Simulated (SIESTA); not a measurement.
Worked example: relaxation of cell and atoms of Pt3Ti (P1, 4 atoms in the cell) in SIESTA.

Computed with GGA PBE, numerical atomic orbitals DZP, PseudoDojo PBE standard norm-conserving potentials (rewritten from UPF to PSML) in SIESTA.

```
CELL_PARAMETERS angstrom
      3.92000     0.00000     0.00000
      0.00000     3.92000     0.00000
      0.00000     0.00000     3.92000
ATOMIC_POSITIONS crystal
  Ti 0.99370 0.01374 0.01280
  Pt 0.01022 0.48850 0.49204
  Pt 0.48836 0.01025 0.49282
  Pt 0.50772 0.48751 0.00234
```

Reference input (self-consistent single point, DFT, GGA PBE, numerical atomic orbitals DZP, PseudoDojo PBE standard norm-conserving potentials (rewritten from UPF to PSML)): XC.functional = GGA; XC.authors = PBE; potentials = PseudoDojo PBE standard; PAO.BasisSize = DZP; PAO.EnergyShift = 0.005 Ry; MeshCutoff = 350 Ry; kgrid.MonkhorstPack = 5 5 5; OccupationFunction = MP; OccupationMPOrder = 0; ElectronicTemperature = 100 meV; MaxSCFIterations = 150; SCF.Mixer.Method = Pulay. This run's input differs from it in these lines:

```diff
@@ -44,2 +44,7 @@
 Diag.ParallelOverK           true
+MD.TypeOfRun                 FIRE
+MD.Steps                     40
+MD.MaxForceTol               0.02 eV/Ang
+MD.VariableCell              true
+MD.MaxStressTol              0.05 GPa
 WriteForces                  true
```

Output, abridged:

```
        iscf     Eharris(eV)        E_KS(eV)     FreeEng(eV)     dDmax    Ef(eV) dHmax(eV)
   scf:    1   -12100.825820   -12226.812241   -12226.834629  1.308711 -2.019741 25.997961
   scf:    2   -12262.959044   -12273.072020   -12273.074788  1.208146 -1.800812 10.882241
   scf:    3   -12275.815356   -12274.546858   -12274.550286  0.090678 -1.957919  7.640232
   scf:    4   -12230.828444   -12262.350424   -12262.385427  0.544343 -3.695535 18.933325
   scf:    5   -12257.942437   -12273.991297   -12273.993411  0.481856 -2.769590  9.026252
   [... 9 lines left out ...]
   scf:   15   -12276.892710   -12276.892688   -12276.899590  0.000345 -3.275658  0.001412
   scf:   16   -12276.892691   -12276.892689   -12276.899590  0.000110 -3.275810  0.000943
   scf:   17   -12276.892681   -12276.892685   -12276.899590  0.000117 -3.275899  0.002568
   scf:   18   -12276.892695   -12276.892690   -12276.899590  0.000061 -3.275847  0.000301
SCF Convergence by DM+H criterion
max |DM_out - DM_in|         :     0.0000610452
max |H_out - H_in|      (eV) :     0.0003012202
SCF cycle converged after 18 iterations

Using DM_out to compute the final energy and forces

siesta: E_KS(eV) =           -12276.8927

siesta: E_KS - E_eggbox =    -12276.8927

siesta: Atomic forces (eV/Ang):
     1    0.109320   -0.547273   -0.442389
   [... lines left out ...]
siesta: Pressure (static):         71.90127918  kBar
siesta: Pressure (total):         71.90127918  kBar
No target stress found, assuming hydrostatic MD.TargetPressure.
Target stress (kBar)
outcell: Cell volume (Ang**3)        :     61.5039
        iscf     Eharris(eV)        E_KS(eV)     FreeEng(eV)     dDmax    Ef(eV) dHmax(eV)
siesta: Pressure (static):          0.40527950  kBar
siesta: Pressure (total):          0.40527950  kBar
outcell: Cell volume (Ang**3)        :     61.5039
siesta: FreeEng =    -12277.069502
   [... lines left out ...]
               5dz2    5dxz    5dx2-y2
   2 18.041   1.885   0.746  -0.096   1.972   1.972   1.975   0.323   0.323
              0.334   1.694   1.800   1.777   1.694   1.791  -0.031  -0.056

             -0.024  -0.031  -0.008
   3 18.041   1.885   0.747  -0.097   1.975   1.972   1.972   0.334   0.323
              0.323   1.694   1.694   1.777   1.800   1.791  -0.031  -0.031

             -0.024  -0.056  -0.008
   4 18.041   1.885   0.747  -0.097   1.972   1.975   1.972   0.323   0.334
              0.323   1.800   1.694   1.798   1.694   1.771  -0.056  -0.031

             -0.001  -0.031  -0.031

mulliken: Qtot =       66.000

Mulliken Atomic Populations:
Atom #   charge [q] valence [e]  Species
     1     0.123109   11.876891  Ti
     2    -0.040832   18.040832  Pt
     3    -0.040920   18.040920  Pt
     4    -0.041357   18.041357  Pt
 Total     0.000000
```

The relaxation ended unconverged. 

The starting cell has typed, rounded lattice constants, without a prior relaxation at this level. Its atoms were displaced at random from the sites of space group no. 221. Values carry the incompleteness of an atom-centred basis.

Cost on one core of a shared machine: roughly 10 min.
